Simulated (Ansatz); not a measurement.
This concerns the energy of the reaction as written. Reaction: 3/4 cell B + 1/8 Cl2 (gas) → cell A. The sign is products less reactants.

Cell A: a slab of Rh (fcc, Fm-3m) cut along (111), 25 atoms, hexagonal cell of 4.69 Å (19.1 Å²), symmetry P31m within 0.02 Å, 17.3 Å thick under 16 Å of vacuum, in-plane vectors held at the crystal's; planes from bottom to top: Rh3 × 8 | Cl; added, foreign or displaced atoms, above the top plane: Cl bound to 3 Rh at 2.45 Å; spin state with PBE: run without spin, k-point mesh 11×11×1.
```
CELL_PARAMETERS angstrom
      4.69313     0.00000     0.00000
      2.34656     4.06437     0.00000
      0.00000     0.00000    33.28653
ATOMIC_POSITIONS crystal
  Rh 0.66672 0.33333 0.24178
  Rh 0.00000 0.99973 0.30698
  Rh 0.00000 0.33333 0.37283
  Rh 0.66639 0.33333 0.43964
  Rh 0.00000 0.99910 0.50614
  Rh 0.00000 0.33333 0.57201
  Rh 0.66439 0.33333 0.63901
  Rh 0.00000 0.99629 0.70422
  Rh 0.00000 0.66661 0.24178
  Rh 0.33360 0.33333 0.30698
  Rh 0.33333 0.66667 0.37299
  Rh 0.00000 0.66695 0.43964
  Rh 0.33423 0.33333 0.50614
  Rh 0.33333 0.66667 0.57300
  Rh 0.00000 0.66895 0.63901
  Rh 0.33705 0.33333 0.70422
  Rh 0.33328 0.00005 0.24178
  Rh 0.66640 0.66694 0.30698
  Rh 0.66667 0.00000 0.37299
  Rh 0.33361 0.99972 0.43964
  Rh 0.66577 0.66757 0.50614
  Rh 0.66667 0.00000 0.57300
  Rh 0.33561 0.99772 0.63901
  Rh 0.66295 0.67038 0.70422
  Cl 0.00000 0.33333 0.76061
```

Cell B: a slab of Rh (fcc, Fm-3m) cut along (111), 33 atoms, hexagonal cell of 5.42 Å (25.4 Å²), symmetry P3m1 within 0.02 Å, 17.3 Å thick under 16 Å of vacuum, in-plane vectors held at the crystal's; planes from bottom to top: Rh4 × 8 | Cl, its two faces unlike (dipole correction applied); added, foreign or displaced atoms, above the top plane: Cl bound to 3 Rh at 2.44 Å; spin state with PBE: run without spin, k-point mesh 8×8×1.
```
Rh32Cl
1.0
    5.41916     0.00000     0.00000
    2.70958     4.69313     0.00000
    0.00000     0.00000    33.28653
Rh Cl
32 1
Direct
  0.83342   0.33329   0.24165
  0.33329   0.33329   0.24165
  0.83333   0.83333   0.24162
  0.33329   0.83342   0.24165
  0.00000   0.00000   0.30673
  0.49999   0.00000   0.30673
  0.00000   0.49999   0.30673
  0.50000   0.50000   0.30675
  0.16667   0.16667   0.37286
  0.66666   0.16668   0.37282
  0.16668   0.66666   0.37282
  0.66666   0.66666   0.37282
  0.83304   0.33348   0.43956
  0.33348   0.33348   0.43956
  0.83333   0.83333   0.43956
  0.33348   0.83304   0.43956
  0.99992   0.99992   0.50620
  0.50016   0.99992   0.50620
  0.99992   0.50016   0.50620
  0.50000   0.50000   0.50598
  0.16667   0.16667   0.57277
  0.66666   0.16668   0.57276
  0.16668   0.66666   0.57276
  0.66666   0.66666   0.57276
  0.83325   0.33338   0.63851
  0.33338   0.33338   0.63851
  0.83333   0.83333   0.64111
  0.33338   0.83325   0.63851
  0.99740   0.99740   0.70504
  0.50519   0.99740   0.70504
  0.99740   0.50519   0.70504
  0.50000   0.50000   0.70309
  0.16667   0.16667   0.76086
```

Reference: an isolated Cl2 molecule (singlet) in a box of 11 × 11 × 14 Å.

All numbers come from Ansatz (an electronic-structure program), plane waves with PAW, its default PAW set, cutoff 420 eV, 500 eV for r2SCAN. The structures are at rest with PBE, within the held lattices; other levels are single points on them. Neutral cells; Fermi-Dirac smearing of at most 0.10 eV in the solids, energies taken to zero width. The lattices are those relaxed with PBE, so at other levels the solids can be strained, which adds to the spread. Larger cells are relaxed from a start prepared with the learned potential CHGNet, on a coarser mesh till forces fall under 0.03 eV/Å, which some starts already meet. A dispersion term (D3(BJ), or D4 for r2SCAN) was computed beside these levels and is taken off wherever the name lacks it. The PAW files were made for PBE and serve at the other functionals too. Space groups of crystals are read within 0.01 Å. Nuclei at rest; no vibrational terms. Cells are local rest points, mostly with their start's symmetry. The d electrons get no Hubbard U. No correction for cell size. The cells' k-point meshes differ in density, so the last digit is unsettled. Cell A has symmetry P31m within 0.02 Å and got no random move, so less symmetric positions, which may lie lower, weren't tried. Cell B has symmetry P3m1 within 0.02 Å and got no random move, so less symmetric positions, which may lie lower, weren't tried.

Q: Give the value at the level PBE.

A: -0.46 eV, for 3/4 cell B + 1/8 Cl2 (gas) → cell A.

Q: List the value at the remaining levels and say how far they part.

A: 
```tsv
Level	value (eV)	less PBE
r2SCAN	-0.56	-0.10
```

The levels shown span 0.10 eV, from r2SCAN (-0.56) to PBE (-0.46).
